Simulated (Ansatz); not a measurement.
zinc-blende BN: the defect Si on the B site (broken-bond start)

These are PBE, PAW (plane waves to 420 eV; Ansatz, an electronic-structure program) values and carry that method's errors. A 2×2×2 supercell of 64 sites was used; the energies come from a 2×2×2 shifted sampling of its zone. Sites at the start: the B site; started 0.95 Å off site, one bond broken. Energies of charged states are corrected for periodic images (point charge plus alignment at distant sites). Dielectric constants: PBE linear response of the host. Host gap at this level: 4.46 eV. Finite-size and sampling errors can reach tenths of an eV here. The semilocal functional narrows the gap, so deep levels can fall outside it. Spin–orbit coupling is left out. Each state is the lowest found from its start.

Formation energies E_f are given with the Fermi level at the valence-band maximum. Chemical conditions: N-rich (Δμ(B) = -2.35 eV, Δμ(Si) = -2.47 eV, bounded by beta Si3N4; only phases computed here count, gases as isolated molecules at 0 K). Reference phases: B: alpha boron, Si: silicon.

```csv
charge,moment (μB),largest move off a lattice site (Å),image correction with alignment (eV),"E_f, N-rich (eV)"
+1,not spin-polarised,0.12,0.62,1.07
0*,1.0,0.15,–,–
−1†,not spin-polarised,0.53,-0.05,–
```

* At this level the carrier isn't localised at the defect: at charge 0 electrons occupy the conduction band. Such a state is shallow or no state of the defect, and this cell gives it no level.

† Not settled in this cell, so no level is given: charge −1: a large or scattered potential alignment, level within 0.1 eV of a band edge or past it.

No other site or start that was run ended lower by more than 0.1 eV.

Flagged in the runs: a doubtful potential alignment, a strain field that reaches the edge of the cell.
